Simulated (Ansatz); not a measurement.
Base system: WSi$_{2}$ (space group Fddd, No. 70; a = 4.5910 Å, b = 7.9481 Å, c = 8.9732 Å; a hypothetical phase, not in the database extracts checked).

(Cell as relaxed with PBE.)

Levels (all Ansatz, a program for electronic structure, PAW): PBE (420 eV, no SOC); PBEsol (420 eV, no spin-orbit coupling).

Each level relaxes its own structure.

```json
[
 {"base": "volume per atom", "PBE": "13.64 Å³", "PBEsol": "13.33 Å³"},
 {"base": "band gap", "PBE": "zero", "PBEsol": "zero"}
]
```

Now apply this change: hydrostatic tension (pressure −2 GPa).

| quantity | PBE | PBEsol |
|---|---|---|
| volume per atom | 13.77 Å³ | ___ |
| band gap | zero | ___ |

Q: Predict the PBEsol column.

A: 
- volume per atom, PBEsol: 13.45 Å³
- band gap, PBEsol: zero

PBE's volume per atom lies 0.327 Å³ above PBEsol's (2.4 %); the two agree on the band gap. Neither level is exact; PBEsol is the comparison here, not a measurement.

Load acts through the strain it causes; cell and atoms are relaxed under it. No phonon test of stability was made. All final runs are without spin polarisation.
